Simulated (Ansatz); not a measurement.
Ta2Se, thickness series

Consider Ta2Se (space group P4/nmm, No. 129; layered, stacked along the Cartesian z axis).

```xyz
6
Lattice="3.3666 0.0000 0.0000 0.0000 3.3666 0.0000 0.0000 0.0000 10.0006" Properties=species:S:1:pos:R:3 pbc="T T T"
Ta     1.6833     0.0000     7.6103
Ta     0.0000     1.6833     2.3903
Ta     0.0000     1.6833     9.2387
Ta     1.6833     0.0000     0.7619
Se     0.0000     1.6833     6.4004
Se     1.6833     0.0000     3.6002
```

Free-standing slabs (6 atom(s) a layer) normal to the stacking axis with 15 Å of vacuum; in-plane cell relaxed.

Method: plane-wave PAW DFT at the r2SCAN+rVV10 level (Ansatz, a quantum-chemistry and plane-wave program, 500 eV), no SOC.

```tsv
case	shortest interatomic distance	thickness between the outermost nuclei	in-plane lattice parameter a
base	2.670 Å	–	3.367 Å
1 layer	___	___	___
2 layers	2.669 Å	17.23 Å	3.365 Å
3 layers	2.669 Å	27.23 Å	3.365 Å
```

### Question
Some entries are withheld; estimate them.

### Answer

- 1 layer, shortest interatomic distance: 2.677 Å
- 1 layer, thickness between the outermost nuclei: 7.22 Å
- 1 layer, in-plane lattice parameter a: 3.364 Å

Stability against distortions was not tested. The final runs are not spin-polarised.
